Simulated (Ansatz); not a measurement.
Short convergence ladders for CrGa4 (I4mm, 5 atoms in the cell)

```yaml
crystal:
  lattice:
    - [-2.81304, 2.81304, 2.81304]
    - [2.81304, -2.81304, 2.81304]
    - [2.81304, 2.81304, -2.81304]
  atoms:
    - { symbol: Cr, position: [0.00889, 0.00889, 0.00000] }
    - { symbol: Ga, position: [0.00000, 0.00000, 0.50000] }
    - { symbol: Ga, position: [0.00000, 0.50000, 0.00000] }
    - { symbol: Ga, position: [0.50000, 0.50000, 0.50000] }
    - { symbol: Ga, position: [0.50000, 0.00000, 0.00000] }
```

Base method: LDA (PW92), default PAW files made with PBE (plane waves; Ansatz, a program for electronic structure).

Base settings: basis.ecutwfc = 420 eV; kpoints.mp_grid.grid = 5 5 5; hamiltonian.xc = lda; hamiltonian.pseudopotentials = {kind: paw} (the program's default PAW files); scf.occupations.method = fermi_dirac; scf.occupations.width = 0.1 eV.

The count of work is k-points × plane waves × bands × iterations; it is no time. Core times come from one kind of shared machine, to one figure; runs under 30 s give none.

**The cutoff for other potential files**

Level: DFT, LDA (PW92), plane waves, harder PAW files (source: ansatz) made with PBE.

In this ladder: hamiltonian.pseudopotentials = {kind: paw, source: ansatz}.

The second cell is the first with its lattice scaled by 0.98.

The mesh stays at the base's, so the ladder's end is converged at best in this setting alone.

The first pressure column holds Ansatz's estimate of the finite-basis (Pulay) stress, which hides part of the cutoff error; the other is without it.

Only quantities that move along the ladder and can be compared are tabulated.

```csv
basis.ecutwfc,free energy less the last step's (meV/atom),energy of the compressed cell less the first (meV/atom),pressure (GPa),pressure without the Pulay estimate (GPa),largest difference of a force vector from the last step's (eV/Å),count of work / last,core time / last (rough)
460 eV,34243.62,127.57,-10.08,-1728.38,0.031,0.12,–
560 eV,5558.64,-26.43,-6.18,-349.01,0.068,0.14,–
715 eV,293.59,-15.29,-5.29,-30.32,0.000,0.21,–
865 eV,12.66,-16.76,-5.30,-6.69,0.000,0.28,–
1020 eV,1.45,-16.76,-5.30,-5.34,0.000,0.35,0.3
1225 eV,0.73,-16.77,-5.30,-5.32,0.000,0.46,0.5
1530 eV,0.24,-16.77,-5.30,-5.31,0.000,0.65,0.7
2040 eV,0.00,-16.77,-5.30,-5.31,0.000,1.0,1
```

Coarsest basis.ecutwfc that holds the energy of the compressed cell less the first within 2 meV/atom of the last step, with all finer ones: 715 eV, at 0.21 of the last step's count of work; the step before is off by 9.7 meV/atom.

Coarsest basis.ecutwfc that holds the pressure without the Pulay estimate within 0.5 GPa of the last step, with all finer ones: 1020 eV, at 0.35 of the last step's count of work and about 0.3 of the last step's time; the step before is off by 1.4 GPa.

Coarsest basis.ecutwfc that holds the free energy within 1 meV/atom of the last step, with all finer ones: 1225 eV; the step before is off by 1.5 meV/atom.

The energy difference between the two cells stays within 1 meV/atom of the last step's from 865 eV on, the total only from 1225 eV on: much of the error is common to both cells and cancels.

At the lowest cutoff the pressure without the Pulay estimate lies 1720 GPa under the last step's, the usual sign of Pulay stress in an incomplete plane-wave basis.

**The density cutoff**

The second cell is the first with its lattice scaled by 0.98.

The mesh stays at the base's, so the ladder's end is converged at best in this setting alone.

Only quantities that move along the ladder and can be compared are tabulated.

| basis.ecutrho_ratio | free energy less the last step's (meV/atom) | energy of the compressed cell less the first (meV/atom) | pressure (GPa) |
|---|---|---|---|
| 2 | -12.76 | -15.81 | -4.65 |
| 3 | -0.16 | -17.20 | -5.34 |
| 4 | 0.00 | -17.17 | -5.35 |
| 5 | 0.00 | -17.17 | -5.35 |
| 6 | 0.00 | -17.17 | -5.35 |
| 8 | 0.00 | -17.17 | -5.35 |
| 10 | 0.00 | -17.17 | -5.35 |
| 12 | 0.00 | -17.17 | -5.35 |
| 16 | 0.00 | -17.17 | -5.35 |

Coarsest basis.ecutrho_ratio that holds the energy of the compressed cell less the first within 0.2 meV/atom of the last step, with all finer ones: 3; the step before is off by 1.4 meV/atom.

Coarsest basis.ecutrho_ratio that holds the free energy within 5 meV/atom of the last step, with all finer ones: 3; the step before is off by 13 meV/atom.

Coarsest basis.ecutrho_ratio that holds the pressure within 0.1 GPa of the last step, with all finer ones: 3; the step before is off by 0.70 GPa.

On the base run: the starting cell comes from a database of computed structures (which also holds hypothetical and non-ambient phases and stackings), without a prior relaxation at this level. Its lattice was rescaled by up to half a per cent. One atom was moved a little off its site on purpose. Spin polarisation is off. In the base run, with a pressure of about -5 GPa the cell is away from its equilibrium volume at this level.

Keys are those of Ansatz 0.2.
